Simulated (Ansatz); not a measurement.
The reference is Be in the hcp (Mg type) structure (space group P6_3/mmc, No. 194; relaxed with 0.1 eV smearing).

```
Be
1.0
    2.25515     0.00000     0.00000
   -1.12758     1.95302     0.00000
    0.00000     0.00000     3.55800
Be
2
Direct
  0.66667   0.33333   0.75000
  0.33333   0.66667   0.25000
```

Cartesian axes are those of the cell as printed.

Computed with DFT with PBEsol, PAW potentials and a 420 eV plane-wave cutoff in Ansatz (a first-principles code), no spin-orbit coupling.

One thing is altered: the cell is stretched by 0.50 % along z with no lateral relaxation; the atoms relax in the strained cell.

**Question.** What happens to the stress?

**Answer.** The stress (xx, yy, zz, yz, xz, xy; compression positive) amounts to (0.0, 0.0, -1.9, 0.0, 0.0, 0.0) GPa.

No phonon test of stability was made.
